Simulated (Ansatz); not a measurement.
## Evanescent states of AlP (F-43m, zinc blende, 2 atoms a cell, 20.5 Å³ an atom) along the normal of (110)

The numbers are results of PBEsol (plane waves, PAW; Ansatz, a quantum-chemistry and plane-wave program), not measurements.

The gap is the functional's own. No spin-orbit coupling. Mid-gap values are those at the computed energy nearest the middle.

Energies count from the valence-band top; κ is the least over a 8×6 mesh across the current.

```tsv
E (eV)	κ (1/Å)	where
0.04	0.041	Γ
0.14	0.070	Γ
0.23	0.089	Γ
0.32	0.104	Γ
0.41	…	Γ
0.49	0.126	Γ
0.58	…	Γ
0.68	…	Γ
0.77	…	Γ
0.85	…	Γ
0.94	…	Γ
1.03	…	Γ
1.12	0.126	Γ
1.22	0.111	Γ
1.30	0.091	Γ
1.40	0.060	Γ
```

**Question.** What belongs in the gaps?

**Answer.** 
- 0.41, κ (1/Å): 0.116
- 0.58, κ (1/Å): 0.134
- 0.68, κ (1/Å): 0.142
- 0.77, κ (1/Å): 0.148
- 0.85, κ (1/Å): 0.153
- 0.94, κ (1/Å): 0.148
- 1.03, κ (1/Å): 0.138
